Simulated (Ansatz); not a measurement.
Results of HSE06 in Ansatz (PAW) for Si (P6₃/mmc, No. 194, 4 atoms in the cell; start mp-165; another form than the element's usual one).

Run with plane-wave cutoff 520 eV, 6×6×4 k mesh (along the axes of the cell as run), finite displacements, scalar-relativistic PAW data made under PBE.

Computed at the level's own relaxed cell.

Harmonic phonon frequencies (cm⁻¹; i marks an imaginary mode):

| q point | frequencies |
|---|---|
| Γ | 0 0 0 106 106 386 421 505 505 522 524 524 |
| M | 114 143 180 217 317 355 414 433 471 473 497 503 |
| A | 94 94 94 94 241 241 493 493 511 511 511 511 |

No imaginary mode appears at these points.

Note: the relaxation could not lower the start's symmetry, so the cell can be a saddle point above a distorted one.

A start named mp-… is a Materials Project structure, which need not be a measured phase.

Ansatz is an electronic-structure program.
